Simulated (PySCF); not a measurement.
PySCF 2.14.0, B3LYP/def2-svpd, df: Hf(S)(OH)(Me) ([CH3][Hf]([OH])=[S]), 8 atoms. The geometry is a generated start, not checked to be a minimum at this level.

| Item | Result |
|---|---|
| task | energy |
| method | b3lyp |
| basis | def2-svpd |
| two-electron scheme | density fitting |
| mol.max_memory | 3000 MB |
| mf.max_cycle | 100 |
| mf.init_guess | minao (default) |
| mf.DIIS | CDIIS (default) |
| mf.conv_tol | 1e-09 (default) |
| mf.grids.level | 3 (default) |
| effective core potentials | those of the basis set, past Kr |
| basis functions | 137 |
| grid points | 110104 |

```xyz
8

Hf     0.5182    -0.4740     0.2105
S      2.5458    -1.2450    -0.5223
O      0.0927    -1.3903     1.8094
H      0.6937    -2.0448     2.1829
C     -0.7741     1.0691    -0.7812
H     -1.6686     1.2922    -0.1846
H     -1.1388     0.7615    -1.7715
H     -0.2689     2.0314    -0.9433
```

Charge 0 and multiplicity 1 are set for this test and not shown to be the ground state.

One run each on 2 threads, 1 BLAS thread. Values of diis_space tried: 3, 5, 8 (default), 12, 20.

**Question.** How does the count of Fock builds change with diis_space, and where is it least?

**Answer.** Fewest Fock builds, within one of each other: 8 (default) with 13, 12 with 13, 20 with 13. The count rises to 24 at 3. All converge to one solution.

```csv
diis_space,Fock builds,end
3,24,same solution
5,15,same solution
8 (default),13,same solution
12,13,same solution
20,13,same solution
```
